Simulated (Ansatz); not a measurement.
## TiO2, pressure series

Consider TiO$_{2}$ in the anatase structure (space group I4_1/amd, No. 141; a = 3.7779 Å, c = 9.5838 Å).

Cell and atoms are relaxed at each pressure.

The values are results of r2SCAN (Ansatz, an electronic-structure program), no spin-orbit coupling, not measurements.

```json
[
 {"pressure (GPa)": "-2", "volume per atom (Å³/atom)": "11.521"},
 {"pressure (GPa)": "-1", "volume per atom (Å³/atom)": "11.459"},
 {"pressure (GPa)": "0", "volume per atom (Å³/atom)": "11.399"},
 {"pressure (GPa)": "0.3", "volume per atom (Å³/atom)": "?"},
 {"pressure (GPa)": "1.5", "volume per atom (Å³/atom)": "11.310"},
 {"pressure (GPa)": "3", "volume per atom (Å³/atom)": "11.223"},
 {"pressure (GPa)": "5", "volume per atom (Å³/atom)": "11.111"},
 {"pressure (GPa)": "7.5", "volume per atom (Å³/atom)": "10.975"},
 {"pressure (GPa)": "10", "volume per atom (Å³/atom)": "10.845"}
]
```

Fit the third-order Birch–Murnaghan form P(V) = (3B₀/2)[(V₀/V)^(7/3) − (V₀/V)^(5/3)]·[1 + (3/4)(B₀′ − 4)((V₀/V)^(2/3) − 1)] (squares taken in P) to the rows shown and predict the withheld row.

Least squares on the printed values gives V₀ = 11.399 Å³/atom, B₀ = 190 GPa, B₀′ = 2.3; this predicts 11.381 Å³/atom, and the run gives 11.381 Å³/atom, in agreement.

Load acts through the strain it causes; cell and atoms are relaxed under it. No phonon test of stability was made. No other phases were tried under pressure. All final runs are without spin polarisation.
